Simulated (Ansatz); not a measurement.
Consider GaP in the zinc blende structure (space group F-43m, No. 216; a = 5.5060 Å).

Levels (all Ansatz, a first-principles code, PAW): PBE (420 eV, spin-orbit coupling left out); r2SCAN (500 eV, scalar-relativistic without spin-orbit coupling).

Its gap is 1.58 eV with PBE and 1.89 eV with r2SCAN.

Modification: a hydrostatic pressure of 9 GPa.

With PBE the gap becomes 1.47 eV.

Task: If the r2SCAN correction stayed the same, what would the r2SCAN gap be, and what does the r2SCAN run give?

Result: A rigid correction of +0.31 eV gives 1.78 eV. The r2SCAN run gives 1.73 eV, so the correction itself changes by -0.05 eV.

Single points use the geometry relaxed with PBE. Load acts through the strain it causes; cell and atoms are relaxed under it. No phonon test of stability was made. Tetrahedral semiconductors of this kind turn to denser phases somewhere between about 1 and 50 GPa; those were not computed, so compressed cells here can lie past the real transition.
